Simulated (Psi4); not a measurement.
Psi4 1.11, unrestricted BP86/def2-tzvp: CCO[C]=O, charge 0, multiplicity 2, 10 atoms. The geometry is a generated start, not checked to be a minimum at this level.

```yaml
task: energy
method: bp86
basis: def2-tzvp
memory: 3 GB
maxiter: 100
keys_of_the_molecule_block: symmetry c1
scf_type: df (default)
diis_max_vecs: 10 (default)
e_convergence: 1e-06 (default)
d_convergence: 1e-06 (default)
dft_radial_points: 75 (default)
dft_spherical_points: 302 (default)
basis_functions: 185
grid_points: 214655
```

```xyz
10

C     -1.1046     0.0713    -0.0906
C      0.1246    -0.6508     0.4436
O      1.2342     0.2991     0.7430
C      1.8068     0.9501    -0.1865
O      1.7060     1.0480    -1.3758
H     -1.3260    -0.2319    -1.1110
H     -0.9343     1.1465    -0.0921
H     -1.9729    -0.1287     0.5315
H     -0.0519    -1.1267     1.4066
H      0.5180    -1.3768    -0.2687
```

Charge 0 and multiplicity 2 are set for this test and not shown to be the ground state.

With the defaults (diis = true, scf_initial_accelerator = adiis, damping_percentage = 0, guess = auto, which took SAD, level_shift = 0, level_shift_cutoff = 0.01, soscf = false, soscf_start_convergence = 0.01) it converges in 10 SCF iterations. One run each on 2 threads, with these changes:
- soscf = true, soscf_start_convergence = 0.1
- damping_percentage = 20
- diis = false, scf_initial_accelerator = none, damping_percentage = 60
- guess = sapgau
- scf_initial_accelerator = ediis
- guess = core
- scf_initial_accelerator = none
- level_shift = 0.1, level_shift_cutoff = 0.001
- guess = gwh

### Question
Name the settings that don't reach the solution of the defaults.

### Answer
No convergence: diis = false, scf_initial_accelerator = none, damping_percentage = 60 (the run ends without SCF convergence in 100 iterations). The rest reach the solution of the defaults.

| setting | SCF iterations | JK calls | end |
|---|---|---|---|
| soscf = true, soscf_start_convergence = 0.1 | 8 | 34 | same solution |
| the defaults | 10 | 11 | same solution |
| level_shift = 0.1, level_shift_cutoff = 0.001 | 10 | 11 | same solution |
| scf_initial_accelerator = none | 10 | 11 | same solution |
| scf_initial_accelerator = ediis | 10 | 11 | same solution |
| guess = sapgau | 12 | 12 | same solution |
| guess = gwh | 16 | 16 | same solution |
| guess = core | 19 | 19 | same solution |
| damping_percentage = 20 | 21 | 22 | same solution |
| diis = false, scf_initial_accelerator = none, damping_percentage = 60 | 100 | 101 | no convergence |

An SOSCF iteration holds several JK calls; a Hückel guess adds calls on atoms.
